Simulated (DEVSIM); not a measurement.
Device: Cr/Si3N4/p-Si capacitor, at 250 K.

| layer (left to right) | material | thickness (nm) | Na (cm⁻³) |
|---|---|---|---|
| 1 | Si3N4 | 11.0 | - |
| 2 | Si | 3300 | 3.1e16 |

Metal gate on the left, work function 4.5 eV. Fixed charge at the semiconductor interface -9.7e11 cm⁻² (in units of +e); interface traps 4.6e12 cm⁻² eV⁻¹, uniform in energy, neutral level at 0.5 of the gap above the valence band.

This is a model device: material constants are rounded textbook-type values typed into the input, and sizes, dopings and lifetimes were drawn at random. Values at 300 K; Nc and Nv go as T^1.5, mobilities as T to minus their exponent, the gap by Varshni's rule with the affinity fixed.

```csv
parameter,Si3N4,Si
gap (eV),5.1,1.124
affinity (eV),2.1,4.05
permittivity,7.5,11.7
Nc (cm⁻³),-,2.86e19
Nv (cm⁻³),-,3.1e19
Varshni α (eV/K),-,0.000473
Varshni β (K),-,636
```

DEVSIM, 1D Poisson equation in equilibrium, Boltzmann statistics, complete ionisation; no quantum confinement or tunnelling. Metal contacts follow the ideal Schottky-Mott rule: no Fermi-level pinning, no interface dipoles.

Base results: capacitance of the dielectric stack (μF/cm²) 0.604; minimum of the low-frequency capacitance (μF/cm²) 0.344; flat-band voltage (V) -0.80.

Q: What follows from this one change: Si3N4 thickness 0.011 → 0.013 μm?

A: capacitance of the dielectric stack 0.604 → 0.511 μF/cm²; minimum of the low-frequency capacitance 0.344 → 0.311 μF/cm²; flat-band voltage -0.80 → -0.85 V.

Q: What follows from this one change: fixed charge -9.7e+11 → 2.03e+12 cm^-2?

A: capacitance of the dielectric stack little changed (0.604 μF/cm²); minimum of the low-frequency capacitance little changed (0.344 μF/cm²); flat-band voltage -0.80 → -1.60 V.

Q: What follows from this one change: gate work function 4.5 → 4.65 eV?

A: capacitance of the dielectric stack little changed (0.604 μF/cm²); minimum of the low-frequency capacitance little changed (0.344 μF/cm²); flat-band voltage -0.80 → -0.65 V.

Q: What follows from this one change: interface trap density 4.6e+12 → 1e+10 cm^-2 eV^-1?

A: capacitance of the dielectric stack little changed (0.604 μF/cm²); minimum of the low-frequency capacitance 0.344 → 0.0560 μF/cm²; flat-band voltage -0.80 → -0.28 V.

Q: What follows from this one change: substrate doping 3.1e+16 → 1.6e+15 cm^-3?

A: capacitance of the dielectric stack little changed (0.604 μF/cm²); minimum of the low-frequency capacitance 0.344 → 0.335 μF/cm²; flat-band voltage -0.80 → -0.66 V.

Q: What follows from this one change: temperature 250 → 500 K?

A: capacitance of the dielectric stack little changed (0.604 μF/cm²); minimum of the low-frequency capacitance 0.344 → 0.353 μF/cm²; flat-band voltage -0.80 → -0.27 V.
